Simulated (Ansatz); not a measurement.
Subject: the energy of the reaction as written. Reaction: 1/2 cell B + C (graphite) → cell A. Negative: the products are lower in energy.

Cell A: a slab of Al (fcc, Fm-3m) cut along (111), 9 atoms, hexagonal cell of 2.82 Å (6.9 Å²), symmetry P-3m1 within 0.02 Å, 16.2 Å thick under 15 Å of vacuum, in-plane vectors held at the crystal's; planes from bottom to top: C | Al × 7 | C; added, foreign or displaced atoms, above the top plane and below the bottom plane: two times C bound to 3 Al at 1.97 Å; spin state with PBE: run without spin, k-point mesh 18×18×1.
```
CELL_PARAMETERS angstrom
      2.81600     0.00000     0.00000
      1.40800     2.43873     0.00000
      0.00000     0.00000    31.67998
ATOMIC_POSITIONS crystal
  Al 0.00000 0.00000 0.27944
  Al 0.33333 0.33333 0.35420
  Al 0.66667 0.66667 0.42726
  Al 0.00000 0.00000 0.50000
  Al 0.33333 0.33333 0.57274
  Al 0.66667 0.66667 0.64580
  Al 0.00000 0.00000 0.72056
  C  0.66667 0.66667 0.75551
  C  0.33333 0.33333 0.24449
```

Cell B: a slab of Al (fcc, Fm-3m) cut along (111), 16 atoms, oblique cell of 5.63 × 2.82 Å (13.7 Å²), symmetry P2/m within 0.02 Å, 15.8 Å thick under 16 Å of vacuum, in-plane vectors held at the crystal's; planes from bottom to top: C | Al2 × 7 | C; added, foreign or displaced atoms, above the top plane and below the bottom plane: two times C bound to 3 Al at 1.89–1.92 Å; spin state with PBE: run without spin, k-point mesh 9×18×1.
```
Al7C
1.0
    5.63201     0.00000     0.00000
    1.40800     2.43873     0.00000
    0.00000     0.00000    31.67998
Al C
14 2
Direct
  0.01288   0.98712   0.28357
  0.16555   0.33445   0.35522
  0.83115   0.66885   0.42719
  0.00000   0.00000   0.50000
  0.16885   0.33115   0.57281
  0.83445   0.66555   0.64478
  0.98712   0.01288   0.71643
  0.46786   0.03214   0.27319
  0.65793   0.34207   0.35305
  0.33201   0.66799   0.42777
  0.50000   0.00000   0.50000
  0.66799   0.33201   0.57223
  0.34207   0.65793   0.64695
  0.53214   0.96786   0.72681
  0.30940   0.69060   0.74942
  0.69060   0.30940   0.25058
```

Reference: C (graphite, P6₃/mmc), 4 atoms in the cell, k-point mesh 18×18×6 on the run's own vectors. Conventional cell: a = b = 2.465 Å, c = 6.741 Å, α = β = 90.00°, γ = 120.00°.

Plane-wave PAW calculations with Ansatz (an electronic-structure program), its PAW set soft_1, cutoff 420 eV, 500 eV for r2SCAN. The structures are at rest with PBE+D3(BJ), within the held lattices; other levels are single points on them. Neutral cells; Fermi-Dirac smearing of at most 0.10 eV in the solids, energies taken to zero width. The lattices are those relaxed with PBE+D3(BJ), so at other levels the solids can be strained, which adds to the spread. A dispersion term (D3(BJ), or D4 for r2SCAN) was computed beside these levels and is taken off wherever the name lacks it. Nuclei at rest; no vibrational terms. Cells are local rest points, mostly with their start's symmetry. No correction for cell size. Cell A has symmetry P-3m1 within 0.02 Å and got no random move, so less symmetric positions, which may lie lower, weren't tried. Cell B has symmetry P2/m within 0.02 Å and got no random move, so less symmetric positions, which may lie lower, weren't tried.

Q: Predict the value from PBE.

A: 4.54 eV, for 1/2 cell B + C (graphite) → cell A.

Q: List the value at the remaining levels and say how far they part.

A: 
```csv
Functional,value (eV),less PBE
PBE+D3(BJ),4.46,-0.08
r2SCAN,4.72,0.18
r2SCAN+D4,4.71,0.17
```

The levels shown span 0.26 eV, from PBE+D3(BJ) (4.46) to r2SCAN (4.72).
